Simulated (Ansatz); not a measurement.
# Lattice constant a of ZnS (model structure, started from the BN type, Pm-3n, No. 223, 12 atoms in the cell) at several levels of theory

No measured value is used here.

```
level (code)           value (Å)
---------------------  ---------
LDA (Ansatz)               6.528
PBE (Ansatz)               6.700
PBEsol (Ansatz)            6.601
PBE-D3(BJ) (Ansatz)        6.635
r²SCAN (Ansatz)            6.639
r²SCAN+rVV10 (Ansatz)      6.616
```

Cutoffs differ between the levels. Ansatz's density-functional and Hartree–Fock values are scalar-relativistic unless marked +SOC, with PAW data made under PBE.

A model structure was made by putting elements into a prototype or built by hand; it is no filed structure, need not be a known phase, and can be a saddle point held by its symmetry.

Ansatz is a quantum-chemistry and plane-wave program.
